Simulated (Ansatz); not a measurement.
Functionals compared on CH3 on the 1x1 (110) surface of bcc Ta, one in a 2x2 cell, started at the site 'bridge Ta-Ta (span 3.3 Å)', in Ansatz (plane waves, PAW). The structure was relaxed with PBE; the other rows are single points on it, each with its references at the same level. Cutoff 420 eV (500 eV for r2SCAN).

Slab: 20 atoms, 6.8 Å thick at the start under the adsorbate (thin: gaps and levels are the slab's own); k 5x5x1, smearing 0.1 eV, dipole-corrected; 8 atoms held, the rest relaxed; no symmetry held; no spin, no spin-orbit, no U, no dispersion correction. At the end it is bonded to 3 Ta. In PBE it is, or lies within 0.03 eV of, the lowest of the starts that converged. These notes are the PBE run's. Adsorption energies are against CH4(g) − ½ H2(g). A negative adsorption energy means that the adsorbate is more stable on the surface than in its reference.

```
functional  adsorption energy (eV)  work function of the top face (eV)  change of the work function (eV)  rough cost of the single point
----------  ----------------------  ----------------------------------  --------------------------------  ------------------------------
PBE                          -0.07                                3.76                             -1.01                               –
RPBE                          0.19                                3.66                             -1.00   around 3 core-minutes (rough)
r2SCAN                       -0.30                                3.78                             -1.09          roughly 7 core-minutes
```

Ansatz is an electronic-structure program.
